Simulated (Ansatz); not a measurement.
Base system: CsSnI$_{3}$ in the cubic perovskite structure (space group Pm-3m, No. 221; a = 6.225 Å). Axes: x, y, z lie along the cube axes.

Structures relaxed with r2SCAN in Ansatz (plane waves to 500 eV, PAW, no spin-orbit coupling), earlier PAW set.

Base:

Simulated powder pattern, Cu Kα1, λ = 1.54056 Å (kinematic, ideal powder, no thermal factors, no anomalous dispersion; the 10 strongest lines at most, above 2 %, up to 2θ = 90°):

```json
[
 {"2θ (°)": "14.22", "I/Imax (%)": "18", "hkl": "(100)"},
 {"2θ (°)": "20.16", "I/Imax (%)": "18", "hkl": "(110)"},
 {"2θ (°)": "24.75", "I/Imax (%)": "74", "hkl": "(111)"},
 {"2θ (°)": "28.66", "I/Imax (%)": "100", "hkl": "(200)"},
 {"2θ (°)": "40.97", "I/Imax (%)": "75", "hkl": "(220)"},
 {"2θ (°)": "48.46", "I/Imax (%)": "35", "hkl": "(311)"},
 {"2θ (°)": "50.76", "I/Imax (%)": "27", "hkl": "(222)"},
 {"2θ (°)": "65.28", "I/Imax (%)": "14", "hkl": "(331)"},
 {"2θ (°)": "67.20", "I/Imax (%)": "34", "hkl": "(420)"},
 {"2θ (°)": "74.63", "I/Imax (%)": "25", "hkl": "(422)"}
]
```

After one change:

Simulated powder pattern, Cu Kα1, λ = 1.54056 Å (kinematic, ideal powder, no thermal factors, no anomalous dispersion; the 10 strongest lines at most, above 2 %, up to 2θ = 90°):

```
2θ (°)  I/Imax (%)
------  ----------
20.28           17
25.00          100
28.53           46
29.15           88
41.24           68
41.69           33
48.44           16
49.23           31
51.30           36
75.79           22
```

Question: Which change produced these results?
A. uniaxial stress, 2 GPa tension along z
B. tensor shear ε_xy = −3.72 %
C. biaxial strain +1.55 %, plane normal [111], relaxed out of plane
D. biaxial strain −1.65 %, plane normal [001], relaxed out of plane

Answer: D, biaxial strain −1.65 %, plane normal [001], relaxed out of plane. Its volume per atom is 46.87 Å³ against 48.25 Å³, and its space group is P4/mmm (No. 123).

Beyond what the load breaks, stability against distortions was not tested. Many cubic perovskites are stable only at high temperature; tilts and polar distortions were not tested.

Ansatz is a program for electronic structure.
